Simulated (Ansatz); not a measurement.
Consider Rh in the fcc (Cu type) structure (space group Fm-3m, No. 225; relaxed with 0.1 eV smearing).

```
Rh
1.0
    0.00000     1.91600     1.91600
    1.91600     0.00000     1.91600
    1.91600     1.91600     0.00000
Rh
1
Direct
  0.00000   0.00000   0.00000
```

Cartesian axes are those of the cell as printed.

Computed with plane-wave PAW DFT at the PBE level (Ansatz, a first-principles code, 420 eV), no SOC.

One thing is altered: the cell is scaled by 0.9800 in all directions, atoms relaxed at fixed cell.

Q: Predict the stress tensor and what it implies for the stiffness.

A: Stress of the strained cell less that of the base (GPa, compression positive):
```
   18.1     0.0     0.0
    0.0    18.1     0.0
    0.0     0.0    18.1
```

Then B = −ΔP/(ΔV/V₀) with ΔV/V₀ = -0.0588 gives secant stiffness values (nonlinear terms included at this strain): B ≈ 307 GPa.

As a check, the harmonic strain energy −½ V₀ Δσ:ε is 48 meV/atom; the computed energy rise is 44 meV/atom.

No phonon test of stability was made. All final runs are without spin polarisation.
